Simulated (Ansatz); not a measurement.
```
BAs
1.0
    0.00000     2.42684     2.42684
    2.42684     0.00000     2.42684
    2.42684     2.42684     0.00000
As B
1 1
Direct
  0.75000   0.75000   0.75000
  0.00000   0.00000   0.00000
```

No spin polarisation.

Computed with PBEsol (Ansatz, an electronic-structure program; PAW; 420 eV plane waves; scalar-relativistic without spin-orbit coupling). Γ-centred 12×12×12 mesh, Fermi–Dirac width 0.05 eV.

Problem. Predict the smallest direct gap and band gap.

Solution. 
- Smallest direct gap: 3.19 eV
- Band gap: 1.13 eV

The cells carry an imposed strain or load. No phonon test of stability was made. The cell was made from BAs in the zinc blende structure (space group F-43m, No. 216) by this change: isotropic strain +1.80 %.
